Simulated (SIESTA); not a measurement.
# SIESTA run on TiIN (Pmmn, 6 atoms in the cell): self-consistent single point

Method: GGA PBEsol, numerical atomic orbitals TZP, PseudoDojo PBEsol standard norm-conserving potentials (rewritten from UPF to PSML) in SIESTA.

The input file:

```
# files in the folder: N.psml Ti.psml I.psml (PseudoDojo PBEsol standard)
SystemName  TiIN
SystemLabel tiin

NumberOfAtoms                6
NumberOfSpecies              3
%block ChemicalSpeciesLabel
  1 7 N
  2 22 Ti
  3 53 I
%endblock ChemicalSpeciesLabel
LatticeConstant              1.0 Bohr
%block LatticeVectors
     6.642387328    0.000000000    0.000000000
     0.000000000    7.447410657    0.000000000
     0.000000000    0.000000000   16.922497446
%endblock LatticeVectors
AtomicCoordinatesFormat      Bohr
%block AtomicCoordinatesAndAtomicSpecies
     3.321193664    3.723705329   16.414822523  1
     0.000000000    0.000000000    0.507674923  1
     0.000000000    3.723705329    1.353799796  2
     3.321193664    0.000000000   15.568697650  2
     3.321193664    3.723705329    5.330586695  3
     0.000000000    0.000000000   11.591910751  3
%endblock AtomicCoordinatesAndAtomicSpecies

XC.functional                GGA
XC.authors                   PBEsol
PAO.BasisSize                TZP
PAO.EnergyShift              0.01 Ry
MeshCutoff                   350 Ry
%block kgrid.MonkhorstPack
    6   0   0  0.0
    0   6   0  0.0
    0   0   3  0.0
%endblock kgrid.MonkhorstPack
OccupationFunction           MP
OccupationMPOrder            0
ElectronicTemperature        580.23 K

MaxSCFIterations             150
SCF.Mixer.Method             Pulay
SCF.Mixer.Weight             0.25
SCF.Mixer.History            6
SCF.DM.Tolerance             1.0E-04
Diag.ParallelOverK           true
WriteForces                  true
Charge.Mulliken              end
```

Output, abridged:

```
reinit: Reading from file input.fdf

reinit: System Name: TiIN
reinit: System Label: tiin

coor:   Atomic-coordinates input format  =     Cartesian coordinates
coor:                                            (in Bohr units)

siesta: Atomic coordinates (Bohr) and species
siesta:      3.32119   3.72371  16.41482  1        1
siesta:      0.00000   0.00000   0.50767  1        2
siesta:      0.00000   3.72371   1.35380  2        3
siesta:      3.32119   0.00000  15.56870  2        4
siesta:      3.32119   3.72371   5.33059  3        5
siesta:      0.00000   0.00000  11.59191  3        6

siesta: System type = bulk

initatomlists: Number of atoms, orbitals, and projectors:      6   118   116

siesta: ******************** Simulation parameters ****************************
redata: Spin configuration                          = none
redata: Time-Reversal Symmetry                      = T
redata: Number of Atomic Species                    =        3
redata: Mesh Cutoff                                 =   350.0000 Ry
redata: Net charge of the system                    =     0.0000 |e|
redata: Min. number of SCF Iter                     =        0
redata: Max. number of SCF Iter                     =      150
redata: SCF convergence failure will abort job
redata: SCF mix quantity                            = Hamiltonian
redata: Mix DM or H after convergence               =   F
redata: Recompute H after scf cycle                 =   F
redata: Mix DM in first SCF step                    =   T
redata: No kicks to SCF
redata: DM Mixing Weight for Kicks                  =     0.5000
redata: Require Harris convergence for SCF          =   F
redata: Harris energy tolerance for SCF             =     0.000100 eV
redata: Require DM convergence for SCF              =   T
redata: DM tolerance for SCF                        =     0.000100
redata: Require EDM convergence for SCF             =   F
   [... lines left out ...]
diag: Used triangular part                          = Lower
diag: Absolute tolerance                            =  0.100E-15
diag: Orthogonalization factor                      =  0.100E-05
diag: Memory factor                                 =  1.0000

superc: Internal auxiliary supercell:     5 x     5 x     3  =      75
superc: Number of atoms, orbitals, and projectors:    450   8850   8700

                        Single-point calculation

superc: Internal auxiliary supercell:     5 x     5 x     3  =      75
superc: Number of atoms, orbitals, and projectors:    450   8850   8700

outcell: Unit cell vectors (Ang):
        3.515000    0.000000    0.000000
        0.000000    3.941000    0.000000
        0.000000    0.000000    8.955000

outcell: Cell vector modules (Ang)   :    3.515000    3.941000    8.955000
outcell: Cell angles (23,13,12) (deg):     90.0000     90.0000     90.0000
outcell: Cell volume (Ang**3)        :    124.0502
new_DM -- step:     1
Initializing Density Matrix...

Attempting to read DM from file... Failed...
DM filled with atomic data:

InitMesh: MESH = 40 x 48 x 108 = 207360
InitMesh: Mesh cutoff (required, used) =   350.000   357.908 Ry

stepf: Methfessel-Paxton step function
       Using Hermite-Gauss polynomials of order  0
        iscf     Eharris(eV)        E_KS(eV)     FreeEng(eV)     dDmax    Ef(eV) dHmax(eV)
   scf:    1    -4430.352468    -4478.607168    -4478.607168  1.728659 -4.422732 13.675404
   scf:    2    -4499.696686    -4497.514898    -4497.514903  0.161686 -4.977177  1.452913
   scf:    3    -4496.957683    -4497.632569    -4497.632678  0.081692 -4.823569  2.573849
   scf:    4    -4497.951032    -4497.849010    -4497.849840  0.032731 -4.955222  0.904819
   scf:    5    -4497.893786    -4497.889061    -4497.890080  0.026678 -5.108030  0.296035
   scf:    6    -4497.817829    -4497.873133    -4497.873800  0.016156 -5.026686  0.662229
   scf:    7    -4497.901658    -4497.893583    -4497.894415  0.009114 -5.065442  0.121785
   scf:    8    -4497.891663    -4497.893738    -4497.894571  0.003596 -5.082451  0.103848
   scf:    9    -4497.894353    -4497.894333    -4497.895157  0.002105 -5.071314  0.007004
   scf:   10    -4497.894336    -4497.894336    -4497.895159  0.000118 -5.071939  0.000347
   scf:   11    -4497.894336    -4497.894336    -4497.895159  0.000179 -5.071990  0.000173
   scf:   12    -4497.894336    -4497.894336    -4497.895159  0.000041 -5.071983  0.000057
SCF Convergence by DM+H criterion
max |DM_out - DM_in|         :     0.0000411676
max |H_out - H_in|      (eV) :     0.0000569051
SCF cycle converged after 12 iterations

Using DM_out to compute the final energy and forces

siesta: E_KS(eV) =            -4497.8943

siesta: E_KS - E_eggbox =     -4497.8943

siesta: Atomic forces (eV/Ang):
     1    0.000000    0.000000   -0.328375
     2   -0.000000   -0.000000    0.328375
     3   -0.000000   -0.000000   -0.876234
     4    0.000000   -0.000000    0.876234
     5    0.000000    0.000000    0.643151
     6   -0.000000   -0.000000   -0.643151
   Tot    0.000000   -0.000000   -0.000000
   Max    0.876234
   Res    0.378485    sqrt( Sum f_i^2 / 3N )
   Max    0.876234    constrained

Stress tensor Voigt[x,y,z,yz,xz,xy] (kbar):        9.06       42.71      -14.79       -0.00        0.00        0.00
(Free)E + p*V (eV/cell)    -4498.8497
Target enthalpy (eV/cell)    -4497.8952

siesta: Program's energy decomposition (eV):
siesta: Ebs     =     -1050.889206
siesta: Eions   =      6827.328735
siesta: Ena     =      1222.693681
siesta: Ekin    =      1816.918902
siesta: Enl     =        87.770492
siesta: Eso     =         0.000000
siesta: Edftu   =         0.000000
siesta: DEna    =        49.926778
siesta: DUscf   =         2.459574
siesta: DUext   =         0.000000
siesta: Ex      =      -777.731612
siesta: Ec      =       -72.603415
siesta: Exc     =      -850.335027
siesta: Eharris =     -4497.894336
siesta: Etot    =     -4497.894336
siesta: FreeEng =     -4497.895159

siesta: Atomic forces (eV/Ang):
siesta:      1    0.000000    0.000000   -0.328375
siesta:      2   -0.000000   -0.000000    0.328375
siesta:      3   -0.000000   -0.000000   -0.876234
siesta:      4    0.000000   -0.000000    0.876234
siesta:      5    0.000000    0.000000    0.643151
siesta:      6   -0.000000   -0.000000   -0.643151
siesta: ----------------------------------------
siesta:    Tot    0.000000   -0.000000   -0.000000

siesta: Stress tensor (static) (eV/Ang**3):
siesta:     0.005654   -0.000000   -0.000000
siesta:     0.000000    0.026659   -0.000000
siesta:     0.000000   -0.000000   -0.009229

   [... lines left out ...]
siesta: Cell volume =        124.050167 Ang**3
siesta:         -12.32778932        -19.62964322  kBar
   [... lines left out ...]
               3dx2-y2
   3 11.587   1.928   0.328  -0.074   0.250   1.964   1.987   1.953   0.317
              0.379   0.325   0.278   0.301   0.415   0.472   0.344  -0.055

             -0.037  -0.070  -0.077   0.018   0.120   0.065   0.079   0.176

              0.204
   4 11.587   1.928   0.328  -0.074   0.250   1.964   1.987   1.953   0.317
              0.379   0.325   0.278   0.301   0.415   0.472   0.344  -0.055

             -0.037  -0.070  -0.077   0.018   0.120   0.065   0.079   0.176

              0.204

Species: I
Atom  Qatom  Qorb
               5s      5s      5s      5py     5pz     5px     5py     5pz
               5px     5py     5pz     5px     5Pdxy   5Pdyz   5Pdz2   5Pdxz
               5Pdx2-y2
   5  6.813   1.380  -0.110   0.469   1.674   1.541   1.304  -0.129  -0.134
             -0.078   0.234   0.241   0.314   0.011   0.013   0.032   0.019

              0.032
   6  6.813   1.380  -0.110   0.469   1.674   1.541   1.304  -0.129  -0.134
             -0.078   0.234   0.241   0.314   0.011   0.013   0.032   0.019

              0.032

mulliken: Qtot =       48.000

Mulliken Atomic Populations:
Atom #   charge [q] valence [e]  Species
     1    -0.600283    5.600283  N
     2    -0.600283    5.600283  N
     3     0.413234   11.586766  Ti
     4     0.413234   11.586766  Ti
     5     0.187049    6.812951  I
     6     0.187049    6.812951  I
 Total     0.000000
```

The run converged in 12 iterations.

The starting cell comes from a database of published, mostly measured structures (it also holds non-ambient and calculated ones), without a prior relaxation at this level. Spin polarisation is off, so a magnetic state, if there is one, cannot be reached. Values carry the incompleteness of an atom-centred basis.

Cost on one core of a shared machine: roughly 70 s.
